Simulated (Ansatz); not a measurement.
A constructed model of the (110) surface of bcc W, a pseudomorphic layer of Mg in the host's stacking (bottom of the slab: a bare face, its two planes held)

These are PBE (plane waves to 420 eV, PAW; Ansatz, an electronic-structure program) values and carry that method's errors.

Model: 7-atom slab, 14.0 Å thick at the start with caps and adatoms (thin: gaps and levels are the slab's own), 14x14x1 mesh, Fermi-Dirac 0.1 eV, dipole correction, 2 atoms held, the rest relaxed; start symmetry kept, larger cells not searched; no spin, no spin-orbit, no U. It is one candidate, not shown to be the stable structure of the face.

The work function of the top face is 4.00 eV. The energy released by relaxation is 0.13 eV and the cost is around 2.7 core-minutes (rough).
